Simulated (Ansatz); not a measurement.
**Ge: pressure series**

The parent structure is Ge in the diamond structure (space group Fd-3m, No. 227; a = 5.7617 Å).

Cell and atoms are relaxed at each pressure.

Calculations: Ansatz (a program for electronic structure), PBE, PAW, cutoff 420 eV, without spin-orbit coupling.

| pressure (GPa) | volume per atom (Å³/atom) |
|---|---|
| -2 | 24.810 |
| -1 | 24.331 |
| 0 | 23.909 |
| 0.9 | 23.555 |
| 2.1 | 23.131 |
| 9 | 21.298 |
| 15 | 20.180 |
| 22.5 | ? |
| 30 | 18.275 |

**Question.** Fit the third-order Birch–Murnaghan form P(V) = (3B₀/2)[(V₀/V)^(7/3) − (V₀/V)^(5/3)]·[1 + (3/4)(B₀′ − 4)((V₀/V)^(2/3) − 1)] (squares taken in P) to the rows shown and predict the withheld row.

**Answer.** Least squares on the printed values gives V₀ = 23.908 Å³/atom, B₀ = 59.4 GPa, B₀′ = 4.7; this predicts 19.111 Å³/atom, and the run gives 19.115 Å³/atom, 0.004 higher.

Measured bulk modulus of Ge: 77.3 GPa (static lattice; corrected from measurement; as listed in Tanner et al., arXiv (2021)); the computed value is 23 % below it.

Load acts through the strain it causes; cell and atoms are relaxed under it. No phonon test of stability was made. Measured, Ge leaves this structure (for the β-tin structure) near 10.6 GPa (room temperature; as listed in arXiv:1906.07825).
